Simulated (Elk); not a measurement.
Band structure of VN (Fm-3m, 2 atoms in the cell).

```
VN
1.0
    0.00000     2.07000     2.07000
    2.07000     0.00000     2.07000
    2.07000     2.07000     0.00000
V N
1 1
Direct
  0.00000   0.00000   0.00000
  0.50000   0.50000   0.50000
```

Level of theory: PBE, all-electron FP-LAPW, Elk's shipped species files, APW+lo basis with extra local orbitals (Elk).

Settings: xctype = 20; rgkmax = 8; stype = 0; swidth = 0.00367493 Ha; ngridk = 18 18 18; gmaxvr = 18 1/bohr; lmaxapw = 10; lmaxo = 8; nxlo = 2; lorbcnd = true; lradstp = 2; nrmtscf = 2; rmtscf = 0.87; lmaxi = 4.

The starting cell has typed, rounded lattice constants, without a prior relaxation at this level. Spin polarisation is off, so a magnetic state, if there is one, cannot be reached. Values depend on the basis (sphere radii, cutoffs, local orbitals), which need not be converged.

Levels in eV from the Fermi level, bands 6 to 13:
```
point      6      7      8      9     10     11     12     13
-----  -----  -----  -----  -----  -----  -----  -----  -----
Γ      -2.21  -2.21  -2.21  -1.50  -1.50  -1.50  -0.46  -0.46
X      -6.62  -3.74  -3.63  -3.63   0.50   1.19   1.19   2.62
W      -6.16  -6.16  -5.90   0.13   0.13   1.19   2.10   2.82
K      -6.45  -6.45  -4.98  -1.15   0.84   1.27   2.58   2.77
L      -8.80  -6.01  -6.01   0.58   0.58   1.43   4.92   4.92
U      -6.45  -6.45  -4.98  -1.15   0.84   1.27   2.58   2.77
```

Bands cross the Fermi level along this path, so the cell is metallic at this level.
